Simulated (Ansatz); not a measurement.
The starting structures come from a database of crystals and need not be the phases stable at ambient conditions.

Here is the system:

```yaml
crystal:
  lattice:
    - [4.22178, 0.00000, 0.00000]
    - [0.00000, 7.40480, 0.00000]
    - [1.57213, 0.00000, 4.04882]
  atoms:
    - { symbol: Ag, position: [0.88611, 0.75000, 0.89597] }
    - { symbol: Ag, position: [0.11389, 0.25000, 0.10403] }
    - { symbol: Ag, position: [0.50000, 0.00000, 0.50000] }
    - { symbol: Ag, position: [0.50000, 0.50000, 0.50000] }
    - { symbol: S, position: [0.27249, 0.75000, 0.28478] }
    - { symbol: S, position: [0.72751, 0.25000, 0.71522] }
```

Space group of this cell: P2_1/m. The cell is strained (lengths along the current scaled by 1.03, ions clamped); by PBEsol its mean pressure is -4.9 GPa.

Transport runs along the normal of the first two printed cell vectors.

No gap correction and no spin-orbit coupling; mid-gap values are interpolated between computed energies.

Problem. Compute, with Ansatz (a quantum-chemistry and plane-wave program) with PBEsol, the band gap and the smallest decay constant κ at mid-gap.

Solution. Gap 0.99 eV on a 8×4×8 mesh; κ = 0.120 1/Å, at the zone centre.
